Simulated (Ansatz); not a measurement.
MgCdS2 (model structure, started from the ScAlN2 type, P3m1, No. 156, 4 atoms in the cell), treated with PBE0 (Ansatz, an electronic-structure program, plane waves, PAW).

Run with plane-wave cutoff 460 eV, 9×9×4 k mesh (along the axes of the cell as run), Fermi–Dirac smearing 0.01 eV, scalar-relativistic PAW data made under PBE.

Cell (relaxed with PBEsol):

```cif
data_CdMgS2
_chemical_formula_sum 'Cd1 S2 Mg1'
_space_group_name_H-M_alt 'P 1'
_space_group_IT_number 1
_cell_length_a 4.07455
_cell_length_b 4.07455
_cell_length_c 6.57320
_cell_angle_alpha 90.000
_cell_angle_beta 90.000
_cell_angle_gamma 120.000
loop_
_space_group_symop_operation_xyz
  'x, y, z'
loop_
_atom_site_label
_atom_site_type_symbol
_atom_site_fract_x
_atom_site_fract_y
_atom_site_fract_z
_atom_site_occupancy
Cd1 Cd 0.33333 0.66667 0.00640 1
S1 S 0.33333 0.66667 0.39029 1
Mg1 Mg 0.66667 0.33333 0.50006 1
S2 S 0.66667 0.33333 0.87325 1
```

Task: Give the computed band gap.

Result: 
- band gap = 3.75 eV (on the SCF k mesh)

Note: the relaxation could raise the start's symmetry but not lower it, so the cell can be a saddle point; cell and atoms aren't relaxed at this level (largest force component 0.13 eV/Å, pressure 1.1 GPa).

Spin–orbit coupling is not included.

Computed values are for the static lattice.

Computing time: roughly 4 core-minutes.

A model structure was made by putting elements into a prototype or built by hand; it is no filed structure, need not be a known phase, and can be a saddle point held by its symmetry.
